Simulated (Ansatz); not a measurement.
## Equilibrium volume per atom of SnTe (model structure, started from the WC type, P-6m2, No. 187, 2 atoms in the cell) at several levels of theory

No measured value is used here.

Question: Put these levels in order of the equilibrium volume per atom that they give for SnTe (model structure, started from the WC type, P-6m2, No. 187, 2 atoms in the cell), smallest first: PBE (Ansatz, an electronic-structure program), PBE-D3(BJ) (Ansatz), PBEsol (Ansatz), r²SCAN (Ansatz).

Answer: PBEsol (30.73 Å³/atom), PBE-D3(BJ) (31.06 Å³/atom), r²SCAN (32.34 Å³/atom), PBE (32.93 Å³/atom)

PBE-D3(BJ): a distance lies near a switch of the dispersion term, which can move the cell. Ansatz's density-functional and Hartree–Fock values are scalar-relativistic unless marked +SOC, with PAW data made under PBE.

A model structure was made by putting elements into a prototype or built by hand; it is no filed structure, need not be a known phase, and can be a saddle point held by its symmetry.
